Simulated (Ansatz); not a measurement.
In a free triangular strip chain of Na atoms, spin-degenerate bands cross the Fermi level 2 times between Γ and the zone edge.

Calculation: PBE (plane waves to 420 eV, PAW; Ansatz, a quantum-chemistry and plane-wave program). Mesh 1×1×86. No spin polarisation, so a magnetic state wasn't tested. Periodic along z alone, with about 11 Å of vacuum beside it. A hypothetical model. Only distortions within the start's symmetry and period were free. Pairing along the axis, which can open a gap, is among the distortions not tried.

Question: What are the conductance and the two-terminal resistance of a perfect, endless piece?

Answer: Each crossing on the half of the zone with k > 0 has a partner at −k, so it gives one mode in each direction. Counting spin there are 4 modes, each carrying e²/h = 38.74 μS. G = 4 × 38.74 = 155.0 μS and R = 1/G = 6.45 kΩ, whatever the length. Scattering by phonons, roughness and contacts can only raise R.
